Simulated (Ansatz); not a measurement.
The parent structure is Mo in the bcc (W type) structure (space group Im-3m, No. 229; a = 3.161 Å).

Perturbation: a hydrostatic pressure of 7 GPa.

Levels (all Ansatz, an electronic-structure program, PAW, earlier PAW set): PBE (420 eV, no spin-orbit coupling); r2SCAN (500 eV, scalar-relativistic without spin-orbit coupling).

The geometry is relaxed with PBE.

PBE pressure: 7.0 GPa

With r2SCAN at the same geometry, the pressure shrinks by 2.5 GPa (7.0 GPa → 4.5 GPa).

Single points use the geometry relaxed with PBE. Their cutoffs differ, which shifts pressures a little. Load acts through the strain it causes; cell and atoms are relaxed under it. Whether these cells are dynamically stable was not tested. Competing high-pressure phases were not computed. All final runs are without spin polarisation.
